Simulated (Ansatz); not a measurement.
## Migration barriers: interstitial O in corundum, charge state -2

Defect: interstitial O in corundum, charge state -2. Method: PBE, PAW (plane waves to 420 eV; Ansatz, an electronic-structure program).

Settings: 120 host sites, the relaxed PBE lattice, the Γ point alone, smearing 0.01 eV, spin-restricted, no image-charge correction. Static, classical nuclei. The charge state is imposed; whether it is stable for some Fermi level was not computed. Sites that were not tried may lie lower.

Barriers: single points on a 2×2×2 k-point mesh shifted by half a step along c at the bands' geometries.

```csv
Route,Start site over the lowest site run (eV),Hop (Å),Forward barrier (eV),Backward barrier (eV),Neighbours at the start,Neighbours at the saddle,Saddle order,"Forward, on the band's own sampling (eV)"
"several atoms move together, O the farthest",0.00,1.09,0.51,0.51,"2 Al at 1.88, Al at 1.91, Al at 1.97; O at 2.18, O at 2.21, O at 2.30 Å","Al at 1.79, Al at 1.82, Al at 1.92; O at 2.11, O at 2.20, O at 2.30 Å",not checked,0.52
```

Paths come from CI-NEB runs.  

The whole set of runs took about 0.7 core-hours (a rough figure).
